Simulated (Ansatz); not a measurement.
Base system: TiAl (space group P4/mmm, No. 123; relaxed with 0.1 eV smearing).

```yaml
crystal:
  lattice:
    - [2.79629, 0.00000, 0.00000]
    - [0.00000, 2.79629, 0.00000]
    - [0.00000, 0.00000, 4.03814]
  atoms:
    - { symbol: Ti, position: [0.00000, 0.00000, 0.00000] }
    - { symbol: Al, position: [0.50000, 0.50000, 0.50000] }
```

Method: Ansatz (a first-principles code) PBEsol, spin-orbit coupling left out.

Before the change:

```
Quantity   Result
--------  -------
Pressure  0.0 GPa
```

Now apply this change: an isotropic linear strain of +1.50 %, atoms relaxed at fixed cell.

Q: Estimate the effect on the energy relative to the base.

A: The energy rises by 11 meV/atom.

Q: Predict the new pressure.

A: The pressure (mean of the normal stresses, compression positive) goes from zero to -4.9 GPa.

Whether these cells are dynamically stable was not tested. The final runs are not spin-polarised.
